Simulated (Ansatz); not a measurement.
An Ansatz (an electronic-structure program) input (plane-wave PAW DFT at the PBEsol level (Ansatz, 420 eV), spin-orbit coupling left out):

Ansatz 0.2 input:
```yaml
crystal:
  lattice:
    - [3.063625897, 0, 0]
    - [-1.5318129485, 2.6531778545, 0]
    - [0, 0, 4.9742301925]
  atoms:
    - { symbol: Li, position: [0.3333333333, 0.6666666667, 0.75] }
    - { symbol: Li, position: [0.6666666667, 0.3333333333, 0.25] }
basis: { ecutwfc: 420, ecutrho_ratio: 4, xc_grid: 2, fft_grid_basis: typed }
kpoints: { mp_grid: { grid: [17, 17, 10] } }
hamiltonian:
  xc: pbesol
  dispersion: none
  pseudopotentials: { kind: paw }
scf: { occupations: { method: fermi_dirac, width: 0.05 }, convergence: { dr2_threshold: 0.0000000002 } }
output: { forces: true, stress: true }
checkpoint: { write: state.ck, write_every: 1000 }
```

Q: Which symmetry and how many k-points will the program report, and about how many plane waves at Γ?

A: Space group P63/mmc (ITA 194) with 24 operations, k-points 198 of 2890, and 785 plane waves at Γ.

Whether these cells are dynamically stable was not tested. The cell was made from Be by this change: Be → Li; the result is a model cell. This is not the structure that Li has at room temperature and ambient pressure.
